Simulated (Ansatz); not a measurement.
Start from Ca in the simple cubic structure (space group Pm-3m, No. 221; a = 3.460 Å; a cell from a computed database, its experimental status unchecked).

The values are results of PBEsol in Ansatz (plane waves to 420 eV, PAW, without spin-orbit coupling), not measurements.

For the base:

```
Item                  Result
-------------------  -------
Lattice parameter a  3.460 Å
```

The change: full substitution Ca → Lu; the structure is relaxed again.

**Question.** Predict the new lattice parameter a.

**Answer.** The lattice parameter a decreases by 0.3264 Å, from 3.460 Å to 3.133 Å.

Whether these cells are dynamically stable was not tested. As relaxed here, Lu is a hypothetical phase, not in the database extracts checked. The final runs are not spin-polarised. This is not the structure that Ca has at room temperature and ambient pressure.

Ansatz is a quantum-chemistry and plane-wave program.
